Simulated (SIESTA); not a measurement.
# Worked example: self-consistent single point of a (001) slab of Li2Al (cut from a parent of space group no. 63; 12 atoms in the cell) in SIESTA

Level of theory: GGA PBEsol, numerical atomic orbitals DZP, PseudoDojo PBEsol standard norm-conserving potentials (rewritten from UPF to PSML) in SIESTA 5.4.2.

Input:

```
# files in the folder: Al.psml Li.psml (PseudoDojo PBEsol standard)
SystemName  AlLi2
SystemLabel siesta

NumberOfAtoms                12
NumberOfSpecies              2
%block ChemicalSpeciesLabel
  1 13 Al
  2 3 Li
%endblock ChemicalSpeciesLabel
LatticeConstant              1.0 Ang
%block LatticeVectors
     5.365329000    0.000000000    0.000000000
    -8.760165000    4.154737000    0.000000000
     0.000000000    0.000000000   20.666296000
%endblock LatticeVectors
AtomicCoordinatesFormat      Fractional
%block AtomicCoordinatesAndAtomicSpecies
     0.000000000    0.074980000    0.446238000  1
     0.000000000    0.925020000    0.338716000  1
     0.000000000    0.074980000    0.661284000  1
     0.000000000    0.925020000    0.553762000  1
     0.000000000    0.758610000    0.446238000  2
     0.000000000    0.241390000    0.338716000  2
     0.000000000    0.410140000    0.446238000  2
     0.000000000    0.589860000    0.338716000  2
     0.000000000    0.758610000    0.661284000  2
     0.000000000    0.241390000    0.553762000  2
     0.000000000    0.410140000    0.661284000  2
     0.000000000    0.589860000    0.553762000  2
%endblock AtomicCoordinatesAndAtomicSpecies

XC.functional                GGA
XC.authors                   PBEsol
PAO.BasisSize                DZP
PAO.EnergyShift              0.005 Ry
PAO.Polarization.NonPerturbative true
MeshCutoff                   300 Ry
%block kgrid.MonkhorstPack
    7   0   0  0.0
    0   7   0  0.0
    0   0   1  0.0
%endblock kgrid.MonkhorstPack
OccupationFunction           MP
OccupationMPOrder            0
ElectronicTemperature        100.0 meV

MaxSCFIterations             150
SCF.Mixer.Method             Broyden
SCF.Mixer.Weight             0.1
SCF.Mixer.History            8
SCF.DM.Tolerance             1.0E-04
Diag.ParallelOverK           true
WriteForces                  true
Charge.Mulliken              end
```

The program printed (abridged):

```
reinit: Reading from file input.fdf

reinit: System Name: AlLi2
reinit: System Label: siesta

coor:   Atomic-coordinates input format  =     Fractional

siesta: Atomic coordinates (Bohr) and species
siesta:     -1.24124   0.58869  17.42722  1        1
siesta:    -15.31307   7.26262  13.22809  1        2
siesta:     -1.24124   0.58869  25.82555  1        3
siesta:    -15.31307   7.26262  21.62642  1        4
siesta:    -12.55827   5.95609  17.42722  2        5
siesta:     -3.99605   1.89523  13.22809  2        6
siesta:     -6.78959   3.22014  17.42722  2        7
siesta:     -9.76473   4.63118  13.22809  2        8
siesta:    -12.55827   5.95609  25.82555  2        9
siesta:     -3.99605   1.89523  21.62642  2       10
siesta:     -6.78959   3.22014  25.82555  2       11
siesta:     -9.76473   4.63118  21.62642  2       12

siesta: System type = slab

initatomlists: Number of atoms, orbitals, and projectors:     12   100   136

siesta: ******************** Simulation parameters ****************************
redata: Spin configuration                          = none
redata: Time-Reversal Symmetry                      = T
redata: Number of Atomic Species                    =        2
redata: Mesh Cutoff                                 =   300.0000 Ry
redata: Net charge of the system                    =     0.0000 |e|
redata: Min. number of SCF Iter                     =        0
redata: Max. number of SCF Iter                     =      150
redata: SCF convergence failure will abort job
redata: SCF mix quantity                            = Hamiltonian
redata: Mix DM or H after convergence               =   F
redata: Recompute H after scf cycle                 =   F
redata: Mix DM in first SCF step                    =   T
redata: No kicks to SCF
redata: DM Mixing Weight for Kicks                  =     0.5000
redata: Require Harris convergence for SCF          =   F
   [... lines left out ...]
diag: Used triangular part                          = Lower
diag: Absolute tolerance                            =  0.100E-15
diag: Orthogonalization factor                      =  0.100E-05
diag: Memory factor                                 =  1.0000

superc: Internal auxiliary supercell:     9 x     7 x     1  =      63
superc: Number of atoms, orbitals, and projectors:    756   6300   8568

                        Single-point calculation

superc: Internal auxiliary supercell:     9 x     7 x     1  =      63
superc: Number of atoms, orbitals, and projectors:    756   6300   8568

outcell: Unit cell vectors (Ang):
        5.365329    0.000000    0.000000
       -8.760165    4.154737    0.000000
        0.000000    0.000000   20.666296

outcell: Cell vector modules (Ang)   :    5.365329    9.695480   20.666296
outcell: Cell angles (23,13,12) (deg):     90.0000     90.0000    154.6261
outcell: Cell volume (Ang**3)        :    460.6834
new_DM -- step:     1
Initializing Density Matrix...

Attempting to read DM from file... Failed...
DM filled with atomic data:

InitMesh: MESH = 60 x 96 x 324 = 1866240
InitMesh: Mesh cutoff (required, used) =   300.000   346.248 Ry

stepf: Methfessel-Paxton step function
       Using Hermite-Gauss polynomials of order  0
        iscf     Eharris(eV)        E_KS(eV)     FreeEng(eV)     dDmax    Ef(eV) dHmax(eV)
   scf:    1    -1752.128593    -1799.390156    -1799.409234  1.402375 -6.671547 12.285296
   scf:    2    -1809.782377    -1806.680903    -1806.709477  0.108080 -6.100039  3.489275
   scf:    3    -1807.441421    -1807.272018    -1807.303800  0.063543 -5.823695  1.316480
   scf:    4    -1807.499796    -1807.508185    -1807.542876  0.105409 -5.524583  0.895635
   scf:    5    -1807.546918    -1807.550644    -1807.588671  0.014675 -5.448198  0.147939
   scf:    6    -1807.557156    -1807.555799    -1807.595375  0.021957 -5.405220  0.097447
   [... 5 lines left out ...]
   scf:   12    -1807.556553    -1807.556556    -1807.595922  0.000199 -5.380989  0.002505
   scf:   13    -1807.556559    -1807.556557    -1807.595922  0.000062 -5.380972  0.001755
   scf:   14    -1807.556557    -1807.556557    -1807.595923  0.000043 -5.380964  0.001396
   scf:   15    -1807.556556    -1807.556557    -1807.595923  0.000037 -5.380967  0.001116
   scf:   16    -1807.556556    -1807.556556    -1807.595923  0.000033 -5.380967  0.000881
SCF Convergence by DM+H criterion
max |DM_out - DM_in|         :     0.0000328348
max |H_out - H_in|      (eV) :     0.0008808468
SCF cycle converged after 16 iterations

Using DM_out to compute the final energy and forces

siesta: E_KS(eV) =            -1807.5566

siesta: E_KS - E_eggbox =     -1807.5566

siesta: Atomic forces (eV/Ang):
     1   -0.237979    0.112918   -0.102391
     2    0.150569   -0.071412    0.207714
     3   -0.150569    0.071412   -0.207713
     4    0.237979   -0.112918    0.102389
     5    0.100993   -0.047799   -0.001577
     6   -0.179039    0.084900   -0.268111
     7    0.003329   -0.001583    0.007682
     8    0.059321   -0.028079   -0.044542
     9    0.179039   -0.084900    0.268112
    10   -0.100993    0.047799    0.001577
    11   -0.059321    0.028079    0.044542
    12   -0.003329    0.001583   -0.007682
   Tot    0.000000    0.000000   -0.000000
   Max    0.268112
   Res    0.124896    sqrt( Sum f_i^2 / 3N )
   Max    0.268112    constrained

Stress tensor Voigt[x,y,z,yz,xz,xy] (kbar):        3.97       -0.45       -3.20        0.15       -0.32       -2.75
(Free)E + p*V (eV/cell)    -1807.6264
Target enthalpy (eV/cell)    -1807.5959

siesta: Program's energy decomposition (eV):
siesta: Ebs     =      -974.239317
siesta: Eions   =      2318.658878
siesta: Ena     =       681.666121
siesta: Ekin    =      1216.739728
siesta: Enl     =      -935.955447
siesta: Eso     =         0.000000
siesta: Edftu   =         0.000000
siesta: DEna    =        14.648632
siesta: DUscf   =         0.936198
siesta: DUext   =         0.000000
siesta: Ex      =      -428.632904
siesta: Ec      =       -38.300007
siesta: Exc     =      -466.932910
siesta: Eharris =     -1807.556556
siesta: Etot    =     -1807.556556
siesta: FreeEng =     -1807.595923

siesta: Atomic forces (eV/Ang):
siesta:      1   -0.237979    0.112918   -0.102391
siesta:      2    0.150569   -0.071412    0.207714
siesta:      3   -0.150569    0.071412   -0.207713
siesta:      4    0.237979   -0.112918    0.102389
siesta:      5    0.100993   -0.047799   -0.001577
siesta:      6   -0.179039    0.084900   -0.268111
   [... lines left out ...]
siesta: Cell volume =        460.683376 Ang**3
siesta:          -0.10593782          4.87047643  kBar
   [... lines left out ...]
   4  2.673   1.052   0.173  -0.381  -0.188  -0.385   0.712   0.592   0.720
              0.046   0.094   0.110   0.085   0.043

Species: Li
Atom  Qatom  Qorb
               1s      2s      2s      2py     2pz     2px
   5  3.019   2.026  -0.658   0.438   0.394   0.422   0.396
   6  3.314   2.013   0.161   0.057   0.421   0.235   0.427
   7  3.007   2.029  -0.522   0.353   0.397   0.374   0.376
   8  3.261   2.016   0.123   0.061   0.428   0.223   0.410
   9  3.314   2.013   0.161   0.057   0.421   0.235   0.427
  10  3.019   2.026  -0.658   0.438   0.394   0.422   0.396
  11  3.261   2.016   0.123   0.061   0.428   0.223   0.410
  12  3.007   2.029  -0.522   0.353   0.397   0.374   0.376

mulliken: Qtot =       36.000

Mulliken Atomic Populations:
Atom #   charge [q] valence [e]  Species
     1     0.327436    2.672564  Al
     2     0.272734    2.727266  Al
     3     0.272734    2.727266  Al
     4     0.327435    2.672565  Al
     5    -0.018563    3.018563  Li
     6    -0.314178    3.314178  Li
     7    -0.006536    3.006536  Li
     8    -0.260893    3.260893  Li
     9    -0.314178    3.314178  Li
    10    -0.018563    3.018563  Li
    11    -0.260893    3.260893  Li
    12    -0.006536    3.006536  Li
 Total     0.000000

siesta: Electric dipole (a.u.)  =    0.000000   -0.000000   -0.000002
siesta: Electric dipole (Debye) =    0.000000   -0.000000   -0.000006
```

The run converged in 16 iterations.

The starting cell comes from a database of computed structures (which also holds hypothetical and non-ambient phases and stackings), without a prior relaxation at this level. The slab is cut from that crystal, and its faces are unrelaxed. Its lattice was rescaled by up to half a per cent. Values carry the incompleteness of an atom-centred basis.

Cost on one core of a shared machine: roughly 6 min.
